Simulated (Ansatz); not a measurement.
The parent structure is Pt in the fcc (Cu type) structure (space group Fm-3m, No. 225; a = 3.918 Å).

All numbers come from plane-wave PAW DFT at the PBEsol level (Ansatz, an electronic-structure program, 420 eV), scalar-relativistic without spin-orbit coupling.

For the base:

```
Item                   Value
-------------------  -------
Lattice parameter a  3.918 Å
```

One thing is altered: a hydrostatic pressure of 7.5 GPa.

### Question
How does this affect the lattice parameter a?

### Answer
The lattice parameter a falls by 0.032 Å, from 3.918 Å to 3.886 Å.

Load acts through the strain it causes; cell and atoms are relaxed under it. No phonon test of stability was made. Competing high-pressure phases were not computed. The final runs are not spin-polarised.
